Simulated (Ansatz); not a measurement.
The starting structures come from a database of crystals and need not be the phases stable at ambient conditions.

 Where the default PAW files enter, the runs use the earlier of Ansatz's two default sets.

The decay constant κ of evanescent states in the gap governs leakage through a thin film.

Given:

```xyz
4
Lattice="3.4535 0.0000 0.0000 -1.7268 2.9908 0.0000 1.7268 0.9969 6.1022" Properties=species:S:1:pos:R:3 pbc="T T T"
K      0.0000     1.9939     3.0511
Tl     0.0000     0.0000     0.0000
O      1.7268     0.9969     1.1975
O      1.7268     2.9908     4.9048
```

Space group of this cell: R-3m. The cell is taken as given.

Transport runs along the normal of the first two printed cell vectors, the (001) plane of the conventional cell.

The gap is the functional's own. No spin-orbit coupling. Mid-gap values are interpolated on the energy grid.

### Question
Predict the band gap and the smallest decay constant κ at mid-gap from Ansatz (a first-principles code) with r2SCAN.

### Answer
Gap 1.29 eV on a 10×10×10 mesh; κ = 0.207 1/Å, at the zone centre.
